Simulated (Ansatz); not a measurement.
## GaN: N → Sb

Consider GaN in the zinc blende structure (space group F-43m, No. 216; a = 4.4983 Å).

It is then changed as follows: Sb takes the place of N on all its sites, then cell and atoms are relaxed.

Method: Ansatz (a first-principles code) PBEsol, no spin-orbit coupling, earlier PAW set. Settings: 13×13×13 k-points, 0.05 eV Fermi–Dirac smearing.

```csv
quantity,base,changed,shift
volume per atom,11.38 Å³,28.53 Å³,+17.156 Å³
lattice parameter a,4.498 Å,6.112 Å,+1.6132 Å
shortest interatomic distance,1.948 Å,2.646 Å,+0.6986 Å
band gap,1.70 eV,zero,–
```

Final structure:

```yaml
crystal:
  lattice:
    - [0.00000, 3.05576, 3.05576]
    - [3.05576, 0.00000, 3.05576]
    - [3.05576, 3.05576, 0.00000]
  atoms:
    - { symbol: Sb, position: [0.25000, 0.25000, 0.25000] }
    - { symbol: Ga, position: [0.00000, 0.00000, 0.00000] }
```

Cost of the whole job for the changed cell (relaxation, final SCF and bands): roughly 80 core-seconds.

Spin-orbit coupling, missing from the scalar runs, can matter with Sb. Stability against distortions was not tested. All final runs are without spin polarisation. This is not the structure that GaN has at room temperature and ambient pressure. The zero or small gap of GaSb can change with the level of theory.
